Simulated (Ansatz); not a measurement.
ScC (Fm-3m, No. 225, 2 atoms in the cell; start mp-10020) was calculated with LDA in Ansatz (plane waves, PAW).

Numerical settings: plane-wave cutoff 520 eV, 20×20×20 k mesh, Fermi–Dirac smearing 0.05 eV, scalar-relativistic PAW data made under PBE.

Cell (relaxed at this level):

ScC is modelled in the cubic space group Fm-3m (No. 225), the rock salt structure, Pearson symbol cF8. Cell: a = 4.591 Å, b = 4.591 Å, c = 4.591 Å, α = 90.00°, β = 90.00°, γ = 90.00°. Sc on 4a is coordinated by 6 C at 2.296 Å and 12 Sc at 3.247 Å. C on 4b sees 6 Sc at 2.296 Å (octahedral). (Neighbours: up to the widest gap in distance over summed covalent radii, below 1.35, at either atom; cation-cation and far metal-metal contacts left out.)
(The calculation used a cell of 2 atoms; values per cell refer to that cell.)

**Question.** What does this level give for the bulk modulus?

**Answer.** 
* **bulk modulus**: 175 GPa

The run finds no gap.

Note: the bulk modulus is −V dP/dV from two relaxed cells at ±2 % in volume; the relaxation could not lower the start's symmetry, so the cell can be a saddle point above a distorted one.

Static lattice: no zero-point or thermal effects.

A start named mp-… is a Materials Project structure, which need not be a measured phase.

Ansatz is a first-principles code.
